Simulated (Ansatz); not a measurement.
Elastic constant C11 of CsCl-type PdIn at several levels of theory

No measured value is used here.

| level (code) | value (GPa) | cell (Å³/atom) |
|---|---|---|
| LDA (Ansatz) | 172 | 16.61 |
| PBE (Ansatz) | 128 | 18.05 |
| PBEsol (Ansatz) | ? | 17.12 |
| r²SCAN (Ansatz) | 154 | 17.44 |

Fill in the missing entries.


- PBEsol (Ansatz, an electronic-structure program), value (GPa): 157

Each level is taken at its own relaxed cell. Cutoffs differ between the levels. Ansatz's density-functional and Hartree–Fock values are scalar-relativistic unless marked +SOC, with PAW data made under PBE.
